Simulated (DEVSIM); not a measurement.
Device: abrupt Si p-n junction, at 300 K.

```csv
layer (left to right),material,thickness (μm),Nd (cm⁻³),Na (cm⁻³),τn (s),τp (s)
1,Si,0.350,-,2.4e18,2.4e-5,2.4e-5
2,Si,16.0,1.7e15,-,2.4e-5,2.4e-5
```

Left contact: ohmic. Right contact: ohmic. Voltage is applied to the left contact. Recombination: SRH at mid-gap, radiative. Mobility is μmin + (μ − μmin)/(1 + (N/Nref)^α).

Constants are typed, rounded textbook-type inputs, not results; the design itself was drawn at random and stands for no fabricated device. Values at 300 K; Nc and Nv go as T^1.5, mobilities as T to minus their exponent, the gap by Varshni's rule with the affinity fixed.

```
parameter               Si
----------------  --------
gap (eV)             1.124
affinity (eV)         4.05
permittivity          11.7
Nc (cm⁻³)          2.86e19
Nv (cm⁻³)           3.1e19
μn (cm²/Vs)           1417
μp (cm²/Vs)            470
μn,min                  52
μp,min                  45
Nref,n              9.7e16
Nref,p              2.2e17
αn                    0.68
αp                    0.72
T exponent of μn       2.3
T exponent of μp       2.2
B (cm³/s)          4.7e-15
Varshni α (eV/K)  0.000473
Varshni β (K)          636
```

Simulated with DEVSIM: 1D drift-diffusion, Boltzmann statistics, complete ionisation; no tunnelling, impact ionisation, image-force lowering or self-heating.

The temperature was swept, all else fixed.

| temperature (K) | dark forward voltage at 100 A/cm² (V) | dark forward voltage at 1 A/cm² (V) | potential step across the device at zero bias (V) | largest field in the device at zero bias (V/cm) |
|---|---|---|---|---|
| 250 | 0.859 | 0.711 | 0.883 | 79000 |
| 300 | 0.788 | 0.605 | 0.806 | 86000 |
| 350 | 0.716 | 0.498 | 0.726 | 92000 |
| 400 | … | … | 0.643 | 98000 |
| 450 | 0.568 | 0.278 | 0.558 | 100000 |
| 500 | 0.493 | 0.168 | 0.471 | 110000 |

Problem. Fill in the missing entries.

Solution. 
- 400, dark forward voltage at 100 A/cm² (V): 0.642
- 400, dark forward voltage at 1 A/cm² (V): 0.389
